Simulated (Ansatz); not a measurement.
A self-consistent single point of ScPt₃ (P4mm, 4 atoms in the cell) with Ansatz (an electronic-structure program).

Computed with PBEsol, default PAW files made with PBE (plane waves; Ansatz).

```
CELL_PARAMETERS angstrom
      3.96432     0.00000     0.00000
      0.00000     3.96432     0.00000
      0.00000     0.00000     3.96432
ATOMIC_POSITIONS crystal
  Sc 0.00000 0.00000 0.01261
  Pt 0.50000 0.50000 0.00000
  Pt 0.00000 0.50000 0.50000
  Pt 0.50000 0.00000 0.50000
```

Reference input (self-consistent single point, DFT, PBEsol, plane waves, default PAW files made with PBE): basis.ecutwfc = 420 eV; kpoints.mp_grid.grid = 8 8 8; hamiltonian.xc = pbesol; hamiltonian.pseudopotentials = {kind: paw} (the program's default PAW files); scf.occupations.method = fermi_dirac; scf.occupations.width = 0.1 eV. This run's input differs from it in these lines:

Ansatz 0.2 input:
```diff
@@ -14,3 +14,3 @@
   mp_grid:
-    grid: [8, 8, 8]
+    grid: [20, 20, 20]
 hamiltonian:
```

The program printed (abridged):

```
SCF iter   1: F=—  HF=-39267.132380 eV  |F-HF|=—  |Δ(HF+E_count)|=         —  Δρ=8.80e-3  dr2=6.77e-2  ethr=1.77e-3  ⟨swp⟩=4.9  Hψ=87885  notcnv=0
all-band conjugate gradients solve this SCF's bands
preconditioner: auto → Kerker (q_TF=auto, 2.748 Å⁻¹)
SCF iter   2: F=—  HF=-39267.124382 eV  |F-HF|=—  |Δ(HF+E_count)|=   8.00e-3  Δρ=4.25e-3  dr2=1.77e-2  ethr=1.04e-4  ⟨swp⟩=1.1  Hψ=35380  notcnv=0
SCF iter   3: F=—  HF=-39267.121513 eV  |F-HF|=—  |Δ(HF+E_count)|=   2.87e-3  Δρ=8.39e-4  dr2=7.39e-4  ethr=2.73e-5  ⟨swp⟩=2.2  Hψ=35752  notcnv=0
SCF iter   4: F=—  HF=-39267.121368 eV  |F-HF|=—  |Δ(HF+E_count)|=   1.45e-4  Δρ=1.93e-4  dr2=5.64e-5  ethr=1.14e-6  ⟨swp⟩=2.4  Hψ=43650  notcnv=0
SCF iter   5: F=—  HF=-39267.121354 eV  |F-HF|=—  |Δ(HF+E_count)|=   1.42e-5  Δρ=4.86e-5  dr2=1.07e-6  ethr=8.67e-8  ⟨swp⟩=2.0  Hψ=33613  notcnv=0
SCF iter   6: F=-39267.121354 eV  HF=-39267.121354 eV  |F-HF|=4.70e-8  |Δ(HF+E_count)|=   2.64e-7  Δρ=1.05e-5  dr2=8.00e-8  ethr=1.54e-10  ⟨swp⟩=5.1  Hψ=105515  notcnv=0
SCF 1 converged in 6 iterations: F = -39267.121354 eV  dr2 = 8.00e-8
Free energy (F): -39267.121354 eV
Internal energy: -39267.036457 eV  (E = F + TS)
E sigma→0 (E₀):  -39267.078906 eV
Entropy (-TS):   -0.084897 eV (-21.224 meV/atom)
Fermi energy:    20.493333 eV
--- Forces (eV/Å), atoms counted from 1 ---
  atom   1  Sc    -0.00000000     0.00000000    -0.38390993
  atom   2  Pt     0.00000000     0.00000000     0.02088357
  atom   3  Pt     0.00000000     0.00000000     0.18150036
  atom   4  Pt     0.00000000     0.00000000     0.18150036
--- Stress (GPa, compression-positive) ---
       -1.872683       0.000000       0.000000
        0.000000      -1.872683       0.000000
        0.000000       0.000000      -1.845252
  P = ⅓ Tr σ = -1.8635 GPa (-18.635 kbar)
  The stress holds the Pulay correction. Without it, at fixed plane waves, as pw.x and ABINIT print it: P = -1.9160 GPa
```

The run converged in 6 iterations. Against the reference run the free energy drops by 2.7 meV/atom, the pressure hardly changes (-1.80 to -1.86 GPa) and the largest force moves little (0.382 to 0.384 eV/Å).

The starting cell comes from a database of computed structures (which also holds hypothetical and non-ambient phases and stackings), without a prior relaxation at this level. Its lattice was rescaled by up to half a per cent. One atom was moved a little off its site on purpose. Spin polarisation is off. Ansatz's pressure includes its estimate of the finite-basis (Pulay) stress.

Cost on one core of a shared machine: roughly 2 min.
